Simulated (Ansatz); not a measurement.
This Ansatz (an electronic-structure program) input is the reference run, GaP in the zinc blende structure (space group F-43m, No. 216), computed with LDA in Ansatz (plane waves to 420 eV, PAW, spin-orbit coupling left out):

Ansatz 0.2 input:
```yaml
crystal:
  lattice:
    - [0, 2.6956980216, 2.6956980216]
    - [2.6956980216, 0, 2.6956980216]
    - [2.6956980216, 2.6956980216, 0]
  atoms:
    - { symbol: Ga, position: [0, 0, 0] }
    - { symbol: P, position: [0.25, 0.25, 0.25] }
basis: { ecutwfc: 420, ecutrho_ratio: 4, xc_grid: 2, fft_grid_basis: typed }
kpoints: { mp_grid: { grid: [11, 11, 11] } }
hamiltonian:
  xc: lda
  dispersion: none
  pseudopotentials: { kind: paw }
scf: { occupations: { method: fermi_dirac, width: 0.05 }, convergence: { dr2_threshold: 0.0000000002 } }
output: { forces: true, stress: true }
checkpoint: { write: state.ck, write_every: 1000 }
```

Problem. Write the input for this change: tensor shear ε_xy = +2.00 % (engineering shear γ = 0.0400); the atoms relax in the strained cell.

Solution. 
Ansatz 0.2 input:
```yaml
crystal:
  lattice:
    - [0.0539139604, 2.6956980216, 2.6956980216]
    - [2.6956980216, 0.0539139604, 2.6956980216]
    - [2.749611982, 2.749611982, 0]
  atoms:
    - { symbol: Ga, position: [0, 0, 0] }
    - { symbol: P, position: [0.25, 0.25, 0.25] }
basis: { ecutwfc: 420, ecutrho_ratio: 4, xc_grid: 2, fft_grid_basis: typed }
kpoints: { mp_grid: { grid: [11, 11, 11] } }
hamiltonian:
  xc: lda
  dispersion: none
  pseudopotentials: { kind: paw }
scf: { occupations: { method: fermi_dirac, width: 0.05 }, convergence: { dr2_threshold: 0.0000000002 } }
relax: { f_tol: 0.005, max_steps: 50 }
output: { forces: true, stress: true }
checkpoint: { write: state.ck, write_every: 1000 }
```
This is the input that was run.

Whether these cells are dynamically stable was not tested.
